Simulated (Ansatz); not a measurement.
An Ansatz (a quantum-chemistry and plane-wave program) run: Yb with a change (Yb → Hf); PBEsol in Ansatz (plane waves to 420 eV, PAW, spin-orbit coupling left out), earlier PAW set.

Input:

Ansatz 0.2 input:
```yaml
crystal:
  lattice:
    - [0, 2.2092229546, 2.2092229546]
    - [2.2092229546, 0, 2.2092229546]
    - [2.2092229546, 2.2092229546, 0]
  atoms:
    - { symbol: Hf, position: [0, 0, 0] }
basis: { ecutwfc: 420, ecutrho_ratio: 4, xc_grid: 2, fft_grid_basis: typed }
kpoints: { mp_grid: { grid: [18, 18, 18] } }
hamiltonian:
  xc: pbesol
  dispersion: none
  pseudopotentials: { azcp: { folder: ./paw }, kind: paw }
scf: { occupations: { method: fermi_dirac, width: 0.05 }, convergence: { dr2_threshold: 0.0000000001 } }
output: { forces: true, stress: true }
checkpoint: { write: state.ck, write_every: 1000 }
```

Output:

```
WARN ansatz: RAYON_NUM_THREADS=1 ignored (pool sized by the plan → 1); use --threads N
Pseudopotentials: kind: paw
Pseudopotential: Hf, paw, valence charge 26
Functional definition: PBEsol
Crystal: 1 atoms, lattice volume = 21.565 Å³
Basis set: ecut = 420 eV, 411 PW (Γ), exchange–correlation on 48×48×48 points (8 copies of the dense FFT grid, shifted against one another)
Bands: 17, of which v1, the nominal top of the filled ones, is band 13 counted from 1 (12 counted from 0)
Symmetry: 48 space group operations
Space group: Fm-3m (ITA 225), of the structure as read, at distance tolerance 2.8e-5 Å
k-points: 195 of 5832
PAW frozen core: Hf, regenerated for the run's functional, and the local potential with it
Initial density: superposition of atomic densities (chi_scale 0.1, normalization cell)
Initial wavefunctions: pseudopotential atomic-orbital guess
Eigensolver: davidson
Functional: x = pbesol(κ = 0.804, μ = 0.12345679012345678), c = pbesol(β = 0.046)
SCF iter   1: F=—  HF=-15598.844134 eV  |F-HF|=—  |Δ(HF+E_count)|=         —  Δρ=3.29e-2  dr2=2.80e-1  ethr=3.10e-3  ⟨swp⟩=5.3  Hψ=14833  notcnv=0
all-band conjugate gradients solve this SCF's bands
preconditioner: auto → none
SCF iter   2: F=—  HF=-15598.780151 eV  |F-HF|=—  |Δ(HF+E_count)|=   6.40e-2  Δρ=2.02e-2  dr2=1.04e-1  ethr=1.08e-3  ⟨swp⟩=3.0  Hψ=7082  notcnv=0  defer=1
SCF iter   3: F=—  HF=-15598.750998 eV  |F-HF|=—  |Δ(HF+E_count)|=   2.92e-2  Δρ=4.66e-3  dr2=3.47e-3  ethr=3.99e-4  ⟨swp⟩=2.1  Hψ=6233  notcnv=0  defer=1
SCF iter   4: F=—  HF=-15598.739021 eV  |F-HF|=—  |Δ(HF+E_count)|=   1.20e-2  Δρ=1.71e-3  dr2=2.97e-4  ethr=1.34e-5  ⟨swp⟩=2.8  Hψ=7400  notcnv=0  defer=1
SCF iter   5: F=—  HF=-15598.739716 eV  |F-HF|=—  |Δ(HF+E_count)|=   6.95e-4  Δρ=5.96e-4  dr2=6.60e-5  ethr=1.14e-6  ⟨swp⟩=2.0  Hψ=5866  notcnv=0
SCF iter   6: F=—  HF=-15598.739706 eV  |F-HF|=—  |Δ(HF+E_count)|=   9.54e-6  Δρ=6.59e-5  dr2=5.95e-7  ethr=2.54e-7  ⟨swp⟩=2.9  Hψ=5686  notcnv=0
SCF iter   7: F=—  HF=-15598.739706 eV  |F-HF|=—  |Δ(HF+E_count)|=   1.50e-7  Δρ=2.38e-6  dr2=5.01e-10  ethr=2.29e-9  ⟨swp⟩=2.2  Hψ=5703  notcnv=0
SCF iter   8: F=-15598.739706 eV  HF=-15598.739706 eV  |F-HF|=1.82e-12  |Δ(HF+E_count)|=  6.84e-10  Δρ=1.50e-7  dr2=1.40e-12  ethr=1.00e-12  ⟨swp⟩=5.8  Hψ=14714  notcnv=0
SCF 1 converged in 8 iterations: F = -15598.739706 eV  dr2 = 1.40e-12
SCF converged after 8 iterations
Free energy (F): -15598.739706 eV
Harris-Foulkes:  -15598.739706 eV  (|F-HF|=1.82e-12)
Internal energy: -15598.728139 eV  (E = F + TS)
E sigma→0 (E₀):  -15598.733923 eV
Entropy (-TS):   -0.011567 eV (-11.567 meV/atom)
Fermi energy:    18.575811 eV
--- Per-component energies (eV) ---
  E_band       = 8.896923
  E_kinetic    = 410.668851
  E_local      = -6218.384370  (includes V_loc(G=0)·N_el)
  E_nonlocal   = 64.500203
  E_hartree    = 3034.004701
  E_xc         = -264.959083
  E_vxc        = -255.046197  (∫ρ·V_xc dr)
  E_paw        = -7575.415912  (= ΣΔE_a)
  E_vpaw       = -60.851165  (= ΣTr[D̂ρ^β])
  E_aug_tail   = 0.000095  (compensation charges beyond the density's cutoff)
  E_ewald      = -5050.393679
  E_core_change = 1.251056  (= ΣΔE_core)
  E_smearing   = -0.011567  (= −TS)
  E_closure    = 0.000000  (closes the sum)
  Σ components = -15598.739706   (vs F -15598.739706, Δ=0.00e0)
  [band-id]    e_kinetic+e_local+e_nonlocal+2·e_hartree+e_vxc+e_vpaw+e_augmentation_tail = 8.896818   (vs E_band 8.896923, Δ=-1.05e-4)
--- Forces (eV/Å), atoms counted from 1 ---
  atom   1  Hf    -0.00000000    -0.00000000    -0.00000000
  max |Σ_I F_I| component: 2.63e-31 eV/Å
--- Stress (GPa, compression-positive) ---
       -0.000359       0.000000      -0.000000
        0.000000      -0.000359      -0.000000
       -0.000000      -0.000000      -0.000359
  P = ⅓ Tr σ = -0.0004 GPa (-0.004 kbar)
  The stress holds the Pulay correction. Without it, at fixed plane waves, as pw.x and ABINIT print it: P = -0.0521 GPa
  The stress includes an estimate of the error left by incomplete SCF convergence (largest component 0.0001 GPa).
--- Band table ---
  band table: none
```

No phonon test of stability was made. The final runs are not spin-polarised. The cell was made from Yb by this change: Yb → Hf; the result is a model cell. This is not the structure that Hf has at room temperature and ambient pressure.
